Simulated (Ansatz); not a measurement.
A periodic model of amorphous Ti20O42Si:

```xyz
63
Lattice="9.2986 -0.2015 0.0427 -0.2015 9.2370 -0.0837 0.0427 -0.0837 9.0876" Properties=species:S:1:pos:R:3 pbc="T T T"
Ti     0.5165     0.8029     2.7898
Ti     7.9290     1.8221     5.4793
Ti     2.3776     6.3683     8.9798
Ti     8.2918     6.4211     7.9765
Ti     7.4197     2.2291     1.8552
Ti     6.4769     5.0025     1.0192
Ti     2.1861     0.2623     5.7883
Ti     2.3008     3.1377     3.8223
Ti     4.8768    -0.1092     0.4258
Ti     4.1745     1.3059     2.6906
Ti     0.0084     3.3497     8.2740
Ti     0.3518     9.1416     8.8409
Ti     4.5428     2.4869     5.9073
Ti     3.4008     3.0931     0.3329
Ti     4.8231     4.9508     7.4905
Ti     8.0959     7.9185     4.5620
Ti     5.4624     8.4851     6.1740
Ti     3.2064     6.1298     5.3954
Ti     0.0335     5.2712     5.3471
Ti     0.1529     6.9097     2.0120
O      1.6712     0.3863     7.4922
O      3.4388     3.1640     2.2761
O      8.0747     8.2054     8.4053
O      2.5919     2.2240     5.5130
O      4.5265     8.6521     2.3764
O      4.8111     6.7710     6.4405
O      4.5463     4.3372     5.6782
O      0.5017     0.2069     4.7728
O      1.6780     5.9761     1.5471
O      4.5851     4.6834     0.3588
O      0.8914     7.2233     8.3644
O      0.8106     2.7758     3.0556
O      5.8905     6.5034     1.8802
O      8.2603     5.9288     0.8881
O      8.2820     6.6421     6.0858
O      5.9550     1.3063     1.4188
O      3.6311     7.6473     0.0570
O      6.1547     7.6450     4.2915
O      1.8576     4.8019     4.8352
O      5.6430     9.0051     7.9309
O      6.3940     2.2663     6.1695
O      6.6437     3.8361     2.3858
O      7.7462     3.3545     0.2423
O      4.9065     2.0614     4.0608
O      2.4741     0.9430     3.3256
O      1.0310     8.6546     1.4506
O      7.9630     1.4718     3.5092
O      6.5872     5.5042     8.0821
O      7.4580    -0.0690     5.8429
O      3.5691     1.1961     0.5835
O      4.2247     0.2979     5.9055
O      2.9811     5.4256     7.4683
O      2.1840     7.5919     5.5723
O      4.3664     2.9108     7.7452
O      1.7393     3.3449     9.0313
O      8.3110     8.2783     2.7497
O      3.9233     6.4263     3.7495
O      9.0974     1.2037     1.0414
O      8.3795     3.7145     5.0070
O      9.1471     6.2406     3.8210
O      9.0462     1.9788     7.0068
O      0.0355     4.9523     7.3364
Si     5.1237     7.2820     3.0661
```

Level of theory: PBE, scalar-relativistic without spin-orbit coupling (plane waves to 420 eV, PAW; Ansatz, a program for electronic structure).

It comes from a melt-quench run on a machine-learned potential (CHGNet), relaxed afterwards by DFT. O atoms were pushed apart under 1.9 Å during the dynamics, to hinder bonds among them. The hot cell started wider than the set density and was brought back towards it in steps. It is the lowest in DFT energy of 2 quenches. It is a model cell: composition and starting density were chosen by hand, and all elements were melted together. No dispersion term was used. Its density started from a set value of 3.53 and ended at 3.53 g/cm³. The quench (nominally 300 K/ps over its main leg) was far faster than any real one, so the model tends to hold more defects than a real film. One small periodic cell is one sample of the glass; other quenches scatter about these values. The volume was held where the preparation left it and the shape relaxed, at a PBE pressure of 1.3 GPa. Stress components on the final sampling reach 1.3 GPa. On a 2×2×2 Γ-centred mesh force components of up to 0.13 eV/Å stay, since the relaxation ran on the zone centre alone.

Cut-offs for bonds: Ti-Ti 3.12 Å, Ti-O 2.40 Å, Ti-Si 2.78 Å, O-O 1.58 Å, O-Si 2.12 Å, Si-Si 2.60 Å. Two cations that share two anions don't count as bonded, nor two that share one unless they lie closer than Ti-Ti 3.04 Å, Ti-Si 2.71 Å, Si-Si 2.38 Å.

Problem. Give the coordination numbers, mean bond lengths and angles.

Solution. 
The mean coordination of Ti by anions is 5.35 (2 with 4, 10 with 5, 7 with 6, 1 with 7). The mean coordination of O is 2.64 (15 with 2, 27 with 3) and the mean coordination of Si by anions comes out as 4.00 (1 with 4). The mean Ti-O bond is 1.954 Å (spread 0.124 Å, 107 counted), the mean O-Si bond is 1.631 Å (spread 0.013 Å, 4 counted) and the bond angle at Ti comes out as mean 104.8°, spread 27.0°. The bond angle at O is mean 118.9°, spread 21.6° and the bond angle at Si comes out as mean 109.5°, spread 3.1°.

Problem. List the pairs of like atoms that count as bonded by the rules above.

Solution. There are none by these rules.
